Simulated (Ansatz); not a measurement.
The reference is KF in the rock salt structure (space group Fm-3m, No. 225; a = 5.318 Å).

Modification: an isotropic linear strain of +4.79 %, atoms relaxed at fixed cell.

Computed with r2SCAN in Ansatz (plane waves to 500 eV, PAW, no spin-orbit coupling).

Base, band edges from the VBM (valence, conduction): X -0.05, 8.79; W -0.15, 10.38; L -0.35, 9.75; Γ 0.00, 6.91; K -0.18, 9.58; U -0.18, 9.58 eV.

Give the band edges at the high-symmetry points of the new zone, measured from its valence-band maximum.


```csv
point,valence edge (eV),conduction edge (eV)
Γ,0.00,6.21
X,-0.07,8.65
U,-0.16,9.23
K,-0.16,9.23
L,-0.25,9.15
W,-0.18,9.88
```

The gap is 6.21 eV, direct at Γ.

Stability against distortions was not tested.

Ansatz is a program for electronic structure.
